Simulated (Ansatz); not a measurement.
System: CsCl-type CoAl. Method: r²SCAN (PAW; Ansatz, a quantum-chemistry and plane-wave program).

Numerical settings: plane-wave cutoff 600 eV, 22×22×22 k mesh, Fermi–Dirac smearing 0.043 eV (set by the program), no spin polarisation, scalar-relativistic PAW data made under PBE.

Cell (relaxed at this level):

```yaml
crystal:
  lattice:
    - [2.82327, 0.00000, 0.00000]
    - [0.00000, 2.82327, 0.00000]
    - [0.00000, 0.00000, 2.82327]
  atoms:
    - { symbol: Al, position: [0.50000, 0.50000, 0.50000] }
    - { symbol: Co, position: [0.00000, 0.00000, 0.00000] }
```

Q: Estimate the Young modulus, elastic constant C44, Voigt–Reuss–Hill shear modulus (Hill average), Voigt–Reuss–Hill bulk modulus, elastic constant C12 and elastic constant C11 that the calculation returns.

A: 
- Young modulus = 341 GPa
- elastic constant C44 = 164 GPa
- Voigt–Reuss–Hill shear modulus (Hill average) = 141 GPa
- Voigt–Reuss–Hill bulk modulus = 198 GPa
- elastic constant C12 = 124 GPa
- elastic constant C11 = 347 GPa

Elastic constants are with the ions relaxed.

Static lattice: no zero-point or thermal effects.
